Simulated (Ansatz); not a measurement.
# A computed series for La2O3: pressure series

Base system: La₂O₃ (space group P-3m1, No. 164; a = 3.906 Å, c = 6.039 Å).

Cell and atoms are relaxed at each pressure.

Level of theory: Ansatz (a quantum-chemistry and plane-wave program) PBEsol, spin-orbit coupling left out, earlier PAW set.

```json
[
 {"variant": "base", "shortest interatomic distance": "2.349 Å", "c/a ratio": "1.546"},
 {"variant": "pressure 3 GPa", "shortest interatomic distance": "2.338 Å", "c/a ratio": "1.527"},
 {"variant": "pressure 7 GPa", "shortest interatomic distance": "2.326 Å", "c/a ratio": "1.502"},
 {"variant": "pressure 15 GPa", "shortest interatomic distance": "2.307 Å", "c/a ratio": "1.453"},
 {"variant": "pressure 30 GPa", "shortest interatomic distance": "2.277 Å", "c/a ratio": "1.389"},
 {"variant": "pressure 50 GPa", "shortest interatomic distance": "2.227 Å", "c/a ratio": "1.350"}
]
```

Load acts through the strain it causes; cell and atoms are relaxed under it. Whether these cells are dynamically stable was not tested. Competing high-pressure phases were not computed.
